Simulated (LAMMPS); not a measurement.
Quenches at 1e+12 K/s across the composition of Cu (fcc) with a share x of Cu sites Ta; each row starts from its own melt temperature.

Model: classical MD, pair style eam/alloy, file CuTa.eam.alloy (LAMMPS).

```csv
x,density,state
0.1,9.51 g/cm³ (one sample),glass
0.25,11.3 g/cm³ (one sample),glass
0.5,13.7 g/cm³ (one sample),glass
```
